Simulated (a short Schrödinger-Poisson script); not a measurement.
Symmetric double-gate stack, SiO2 on p-type Si(110)

Stack: symmetric double-gate stack, SiO2 on p-type Si(110), at 300 K.

| layer | material | thickness (nm) | Na (cm⁻³) |
|---|---|---|---|
| 1 | SiO2 | 3.2 | - |
| 2 | Si | 4 | 4e16 |
| 3 | SiO2 | 3.2 | - |

The device is made up for the run: typed textbook-type constants, with dimensions and the other settings drawn at random. SiO2: permittivity 3.9, conduction-band edge (eV) 3.15, gap (eV) 9, electron mass (mₑ) 0.5. Si: permittivity 11.7, conduction-band edge (eV) 0, gap (eV) 1.124, Nv at 300 K (cm⁻³) 3.1e19.

Channel valleys (confinement mass, in-plane density-of-states mass, number): Δ4 0.315, 0.324, 4; Δ2 0.19, 0.417, 2. At the gates, both at one voltage, the conduction-band edge of layer 1 lies 3.52 eV − eVg above the Fermi level of the channel. Gaps are held at their typed values at every temperature. Mesh 0.03 nm at interfaces.

From a short Schrödinger-Poisson script (our own, NumPy): 1D Poisson equation in equilibrium, electrons quantum, Hartree (BenDaniel-Duke, 12 states a valley, the channel's in-plane mass for all, wave functions ending at the dielectric), parabolic valleys, classical holes, full ionisation, no traps, pinning or gate leakage.

```csv
Vg (V),electrons (cm⁻²),C (μF/cm²),Δ4 E0 (meV),Δ4 E1 (meV),Δ2 E0 (meV),Δ2 E1 (meV)
0.15,1.64e8,< 0.003,295.9,519.7,345.0,715.9
0.3,4.67e10,0.255,149.8,373.4,198.9,569.7
0.45,9.16e11,1.43,72.2,294.1,121.2,490.4
0.6,2.40e12,1.69,46.0,265.1,95.1,461.4
0.75,4.03e12,1.77,31.4,247.4,80.5,443.7
0.9,5.71e12,1.81,21.0,233.8,70.2,430.2
1.05,7.42e12,1.84,12.9,222.5,62.1,418.9
1.2,9.14e12,1.85,6.1,212.6,55.4,409.0
1.35,1.09e13,1.86,0.2,203.5,49.6,400.0
1.5,1.26e13,1.87,-5.1,195.1,44.4,391.7
1.65,1.44e13,1.88,-9.8,187.3,39.8,384.0
1.8,1.61e13,1.88,-14.3,179.8,35.5,376.6
1.95,1.79e13,1.89,-18.4,172.6,31.5,369.6
2.1,1.97e13,1.89,-22.3,165.8,27.8,362.8
2.25,2.14e13,1.90,-26.0,159.1,24.2,356.3
2.4,2.32e13,1.90,-29.5,152.7,20.9,350.1
2.55,2.50e13,1.90,-32.9,146.5,17.7,344.0
```

Gate voltages with under 1e6 electrons/cm² are left out.

Subbands count from the Fermi level. The capacitance is that of both gates.
